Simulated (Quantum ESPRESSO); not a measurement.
Worked example: self-consistent single point of CsKICl (P4/mmm, 4 atoms in the cell) in Quantum ESPRESSO.

Computed with PBEsol, GBRV 1.5 ultrasoft (PBESOL) pseudopotentials (plane waves; Quantum ESPRESSO 7.5).

```
CsKICl
1.0
    4.97314     0.00000     0.00000
    0.00000     4.97314     0.00000
    0.00000     0.00000     7.48239
K Cs I Cl
1 1 1 1
Direct
  0.00000   0.00000   0.00000
  0.50000   0.50000   0.50000
  0.50000   0.50000   0.00000
  0.00000   0.00000   0.50000
```

Reference input (self-consistent single point, DFT, PBEsol, plane waves, GBRV 1.5 ultrasoft (PBESOL) pseudopotentials): ecutwfc = 40 Ry; ecutrho = 200 Ry; occupations = fixed; K_POINTS = automatic 4 4 3 1 1 1; nbnd = 24; conv_thr = 1e-09 Ry. This run's input differs from it in these lines:

```diff
@@ -33,3 +33,3 @@
 K_POINTS {automatic}
-4 4 3  1 1 1
+8 8 5  1 1 1
```

Output, abridged:

```
     Self-consistent Calculation

     iteration #  1     ecut=    40.00 Ry     beta= 0.70

     Threshold (ethr) on eigenvalues was too large:
     Diagonalizing with lowered threshold

     negative rho (up, down):  1.621E-02 0.000E+00

     total energy              =    -218.60008315 Ry
     estimated scf accuracy    <       0.10847806 Ry

     iteration #  2     ecut=    40.00 Ry     beta= 0.70

     negative rho (up, down):  1.553E-02 0.000E+00

     total energy              =    -218.63167857 Ry
     estimated scf accuracy    <       0.02957747 Ry

     iteration #  3     ecut=    40.00 Ry     beta= 0.70
     c_bands:  1 eigenvalues not converged

     negative rho (up, down):  1.546E-02 0.000E+00

     total energy              =    -218.63833887 Ry
     estimated scf accuracy    <       0.00116746 Ry

   [... 3 blocks of this kind left out ...]

     iteration #  7     ecut=    40.00 Ry     beta= 0.70
     c_bands:  1 eigenvalues not converged

     negative rho (up, down):  1.541E-02 0.000E+00

     total energy              =    -218.63897481 Ry
     estimated scf accuracy    <       0.00000003 Ry

     iteration #  8     ecut=    40.00 Ry     beta= 0.70

     negative rho (up, down):  1.541E-02 0.000E+00
     End of self-consistent calculation

     highest occupied, lowest unoccupied level (ev):     0.8261    5.0788

!    total energy              =    -218.63897484 Ry
     estimated scf accuracy    <          6.6E-10 Ry

     convergence has been achieved in   8 iterations

     negative rho (up, down):  1.541E-02 0.000E+00

     Forces acting on atoms (cartesian axes, Ry/au):

     atom    1 type  1   force =     0.00000000    0.00000000    0.00000000
   [... zero for the other atoms too ...]

     Total force =     0.000000     Total SCF correction =     0.000000

     negative rho (up, down):  1.541E-02 0.000E+00
          total   stress  (Ry/bohr**3)                   (kbar)     P=       -8.72
  -0.00006151   0.00000000   0.00000000           -9.05        0.00        0.00
   0.00000000  -0.00006151   0.00000000            0.00       -9.05        0.00
   0.00000000   0.00000000  -0.00005482            0.00        0.00       -8.06

   JOB DONE.
```

The run converged in 8 iterations. Against the reference run the free energy hardly moves (within 1 meV/atom), the pressure hardly changes (-0.88 to -0.87 GPa) and the gap on the mesh goes from 4.753 to 4.253 eV.

The starting cell comes from a database of computed structures (which also holds hypothetical and non-ambient phases and stackings), without a prior relaxation at this level. Its lattice was rescaled by a random factor within 2.5 % of one. Spin-orbit coupling is off. Another mesh or the band path of this cell gives a smaller gap, so this value is not converged in the mesh.

Cost on one core of a shared machine: roughly 50 s.
